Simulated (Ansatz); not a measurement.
Base system: CoSn (space group P6/mmm, No. 191; non-magnetic).

```yaml
crystal:
  lattice:
    - [5.24162, 0.00000, 0.00000]
    - [-2.62081, 4.53938, 0.00000]
    - [0.00000, 0.00000, 4.18794]
  atoms:
    - { symbol: Co, position: [0.50000, 0.00000, 0.00000] }
    - { symbol: Co, position: [0.50000, 0.50000, 0.00000] }
    - { symbol: Co, position: [0.00000, 0.50000, 0.00000] }
    - { symbol: Sn, position: [0.00000, 0.00000, 0.00000] }
    - { symbol: Sn, position: [0.33333, 0.66667, 0.50000] }
    - { symbol: Sn, position: [0.66667, 0.33333, 0.50000] }
```

Cartesian axes are those of the cell as printed.

Computed with Ansatz (a program for electronic structure) r2SCAN, spin-orbit coupling left out.

Modification: every lattice vector is stretched by 2.54 %; the atoms relax in the strained cell.

### Question
Predict the stress tensor and what it implies for the stiffness.

### Answer
Stress of the strained cell less that of the base (GPa, compression positive):
```
   -9.0     0.0     0.0
    0.0    -9.0     0.0
    0.0     0.0    -9.0
```

Then B = −ΔP/(ΔV/V₀) with ΔV/V₀ = 0.0782 gives secant stiffness values (nonlinear terms included at this strain): B (at held cell shape, above the free-shape value) ≈ 115 GPa.

As a check, the harmonic strain energy −½ V₀ Δσ:ε is 36 meV/atom; the computed energy rise is 39 meV/atom.

No phonon test of stability was made. Seeded moments were not kept for the base. The final runs are not spin-polarised.
